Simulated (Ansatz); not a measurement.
**SnO2, response to strain**

The parent structure is SnO2 in the rutile structure (space group P4_2/mnm, No. 136; a = 4.7224 Å, c = 3.1903 Å).

Strains are applied to the cell and any free atomic positions relax.

Calculations: Ansatz (a quantum-chemistry and plane-wave program), LDA, PAW, cutoff 420 eV, without spin-orbit coupling.

```csv
isotropic strain (%),band gap (eV)
0,1.16
0.6,?
1.2,0.77
1.8,0.58
2.4,0.40
3,0.23
```

**Question.** Fit E_g = E₀ + Dε (ε in %) to the rows shown and predict the withheld row.

**Answer.** Least squares on the printed values gives E₀ = 1.15 eV, D = -311 meV per % of strain (largest residual 0.01 eV); this predicts 0.96 eV, and the run gives 0.96 eV, in agreement.

Whether these cells are dynamically stable was not tested. The zero or small gap of SnO2 under isotropic strain +3.00 % can change with the level of theory.
